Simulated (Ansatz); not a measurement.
The parent structure is Sr in the fcc (Cu type) structure (space group Fm-3m, No. 225; a = 6.0999 Å).

All numbers come from Ansatz (a quantum-chemistry and plane-wave program), r2SCAN, PAW, cutoff 500 eV, no spin-orbit coupling.

Base values:

| Item | Result |
|---|---|
| Pressure | 0.0 GPa |
| Band gap | zero |

It is then changed as follows: every lattice vector is stretched by 2.51 %, atoms relaxed at fixed cell.

Q: How does this affect the energy relative to the base, pressure and band gap?

A: The energy increases by 11 meV/atom; the pressure goes from zero to -0.8 GPa; the band gap is still zero.

The cells carry an imposed strain or load. Whether these cells are dynamically stable was not tested.
